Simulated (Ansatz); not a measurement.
Consider BeSe in the zinc blende structure (space group F-43m, No. 216; a = 5.129 Å). Axes: x, y, z lie along the cube axes.

The values are results of Ansatz (a first-principles code), PBEsol, PAW, cutoff 420 eV, no spin-orbit coupling, not measurements.

For the base:

```
Property                     Result
------------  ---------------------
Valley order  X along ⟨100⟩ 2.47 eV
```

The change: the cell is stretched by 3.00 % along z with no lateral relaxation; the atoms relax in the strained cell.

Problem. Predict the new valley order and stress.

Solution. The valley order (the lowest conduction-band minima on the path, energy above the VBM, named in the base's zone) changes from X along ⟨100⟩ 2.47 eV to X along [010] 2.41 eV; X along [001] 2.61 eV; the stress (xx, yy, zz, yz, xz, xy; compression positive) comes out as (-1.44, -1.44, -3.81, 0.00, 0.00, 0.00) GPa.

The levels and masses belong to the bands next to the band gap. Whether these cells are dynamically stable was not tested.
